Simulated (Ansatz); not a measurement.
# Hypothetical zinc blende AgF: element substitutions

Consider AgF in the zinc blende structure (space group F-43m, No. 216; a = 5.466 Å; a hypothetical phase, not in the database extracts checked).

Each row replaces one element on all its sites; cell and atoms are relaxed.

Levels (all Ansatz, a quantum-chemistry and plane-wave program, PAW): PBE (420 eV, without spin-orbit coupling); r2SCAN (500 eV, scalar-relativistic without spin-orbit coupling).

The base cell above is that of PBE; each level relaxes its own structures.

```json
[
 {"case": "Ag → Cd", "shortest interatomic distance, PBE": "2.386 Å", "shortest interatomic distance, r2SCAN": "2.337 Å"},
 {"case": "Ag → Pd", "shortest interatomic distance, PBE": "2.286 Å", "shortest interatomic distance, r2SCAN": "2.245 Å"},
 {"case": "Ag → Cr", "shortest interatomic distance, PBE": "2.234 Å", "shortest interatomic distance, r2SCAN": "2.210 Å"}
]
```

PBE lies above r2SCAN in every row, by 0.024 Å to 0.048 Å. They put the cases in the same order.

Whether these cells are dynamically stable was not tested. As relaxed here, CdF, PdF and CrF are hypothetical phases, not in the database extracts checked. No Hubbard U is applied and the magnetic state is the run's own (CrF ferromagnetic); other magnetic orders, which need larger cells, were not tried and can change the gap. Spin-polarised in the final run: PBE PdF, r2SCAN PdF, PBE CrF and r2SCAN CrF; the other runs are not. An odd electron count without spin: CdF.
